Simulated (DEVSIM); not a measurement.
System: TaN/SiO2/p-Ge capacitor, at 300 K.

| layer (left to right) | material | thickness (nm) | Na (cm⁻³) |
|---|---|---|---|
| 1 | SiO2 | 23.0 | - |
| 2 | Ge | 2100 | 7.8e16 |

Metal gate on the left, work function 4.4 eV. Fixed charge at the semiconductor interface 2e11 cm⁻² (in units of +e); no interface traps.

Constants are typed, rounded textbook-type inputs, not results; the design itself was drawn at random and stands for no fabricated device. Values at 300 K; Nc and Nv go as T^1.5, mobilities as T to minus their exponent, the gap by Varshni's rule with the affinity fixed.

| parameter | SiO2 | Ge |
|---|---|---|
| gap (eV) | 9 | 0.664 |
| affinity (eV) | 0.9 | 4 |
| permittivity | 3.9 | 16 |
| Nc (cm⁻³) | - | 1.04e19 |
| Nv (cm⁻³) | - | 6e18 |
| Varshni α (eV/K) | - | 0.000477 |
| Varshni β (K) | - | 235 |

DEVSIM, 1D Poisson equation in equilibrium, Boltzmann statistics, complete ionisation; no quantum confinement or tunnelling. Metal contacts follow the ideal Schottky-Mott rule: no Fermi-level pinning, no interface dipoles.

The temperature was swept, all else fixed.

```tsv
temperature (K)	minimum of the low-frequency capacitance (μF/cm²)	flat-band voltage (V)	threshold voltage (band bending 2φF) (V)
250	0.0759	-0.41	0.97
300	0.0806	-0.37	0.88
350	0.0867	-0.32	0.78
400	0.0947	-0.27	0.66
450	0.104	-0.22	0.53
500	0.115	-0.18	0.39
```

From the first row to the last the minimum of the low-frequency capacitance goes from 0.0759 to 0.115. From the first row to the last the flat-band voltage goes from -0.41 to -0.18.
